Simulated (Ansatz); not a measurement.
## A short convergence ladder for Hg (I4_1/amd, 2 atoms in the cell)

```yaml
crystal:
  lattice:
    - [-2.91511, 2.91511, 1.56469]
    - [2.91511, -2.91511, 1.56469]
    - [2.91511, 2.91511, -1.56469]
  atoms:
    - { symbol: Hg, position: [0.75000, 0.25000, 0.50000] }
    - { symbol: Hg, position: [0.00000, 0.00000, 0.00000] }
```

Base method: LDA (PW92), default PAW files made with PBE (plane waves; Ansatz, an electronic-structure program).

Base settings: basis.ecutwfc = 30.9 Ry; kpoints.mp_grid.grid = 12 12 12; hamiltonian.xc = lda; hamiltonian.pseudopotentials = {kind: paw} (the program's default PAW files); scf.occupations.method = gaussian; scf.occupations.width = 0.0073 Ry.

Core times come from one kind of shared machine, to one figure; runs under 30 s give none.

**Zone-centre phonons against the cutoff**

In this ladder: phonons.method = dfpt.

The mesh stays at the base's, so the ladder's end is converged at best in this setting alone.

Frequencies are those of the unrelaxed cell, without the LO-TO term of polar crystals.

Only quantities that move along the ladder and can be compared are tabulated.

| basis.ecutwfc | highest zone-centre frequency (cm⁻¹) | core time / last (rough) |
|---|---|---|
| 15.4 Ry | 45.4 | 0.2 |
| 18.4 Ry | 93.1 | 0.3 |
| 21.7 Ry | 68.7 | 0.3 |
| 26.1 Ry | 69.9 | 0.5 |
| 30.9 Ry | 70.0 | 0.5 |
| 37.1 Ry | 70.0 | 0.7 |
| 46.3 Ry | 70.1 | 1 |

Coarsest basis.ecutwfc that holds the highest zone-centre frequency within 10 cm⁻¹ of the last step, with all finer ones: 21.7 Ry, at about 0.3 of the last step's time; the step before is off by 23 cm⁻¹.

On the base run: the starting cell comes from a database of computed structures (which also holds hypothetical and non-ambient phases and stackings), without a prior relaxation at this level. Its lattice was rescaled by up to half a per cent. In the base run, with a pressure of about -4 GPa the cell is away from its equilibrium volume at this level.

Keys are those of Ansatz 0.2.
